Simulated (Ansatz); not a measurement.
Phonon-limited resistivity of TiPt₃ (Pm-3m) against temperature in μΩ·cm, PBEsol, DFPT electron-phonon coupling, linearised Boltzmann equation in Ansatz (a first-principles code), harmonic crystal at a fixed cell.

```
T               ρ
-----  ----------
50 K         0.80
77 K   (withheld)
100 K  (withheld)
150 K         6.4
200 K         9.2
250 K        11.9
273 K        13.2
300 K        14.6
350 K        17.2
400 K        19.8
500 K          25
600 K          30
800 K          41
```

Some entries are withheld; supply them.


- 77 K, ρ: 2.1
- 100 K, ρ: 3.5

A metal at this level (no band gap). Only scattering by harmonic phonons is included (no impurities, grain boundaries, electron-electron scattering or thermal expansion). Spin-orbit coupling is left out, which matters with elements this heavy. Halving the electron mesh (24x24x24) moves the resistivity by up to 8 %. Smearing 0.20 eV; phonons on a 4x4x4 q mesh, which this run doesn't test and which matters most at low temperature.

Formula and space group known from diffraction (Crystallography Open Database), not checked to be the room-temperature form: TiPt3 (Pm-3m).
